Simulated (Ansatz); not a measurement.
Given:

```
CELL_PARAMETERS angstrom
      1.52638     0.88125     4.77065
     -1.52638     0.88125     4.77065
      0.00000    -1.76251     4.77065
ATOMIC_POSITIONS crystal
  Ti 0.24584 0.24584 0.24584
  Ti 0.75416 0.75416 0.75416
  C  0.50000 0.50000 0.50000
```

Method: PBEsol, DFPT electron-phonon coupling, linearised Boltzmann equation (plane waves, PAW, scalar-relativistic; Ansatz, a program for electronic structure). How the cell was made: relaxed with this functional, without spin-orbit coupling.

Task: Estimate the phonon-limited resistivity at 300 K, by direction if it differs.

Result: 20 (x), 20 (y), 38 (z) μΩ·cm.

Task: How long is the mean free path there?

Result: 6.0 (x), 6.0 (y), 5.6 (z) nm, weighted by the current that each state carries. Wires not much wider than this gain resistivity from their walls.

A metal at this level (no band gap). Only scattering by harmonic phonons is included (no impurities, grain boundaries, electron-electron scattering or thermal expansion). Spin-orbit coupling is left out. Halving the electron mesh (32x32x32) moves the resistivity by up to 2 % at 300 K, the mean free path by up to 2 %. Smearing 0.20 eV; phonons on a 5x5x5 q mesh, which this run doesn't test.

Computed structure with no diffraction record at hand here (it may be known, metastable or hypothetical): Ti2C (R-3m).
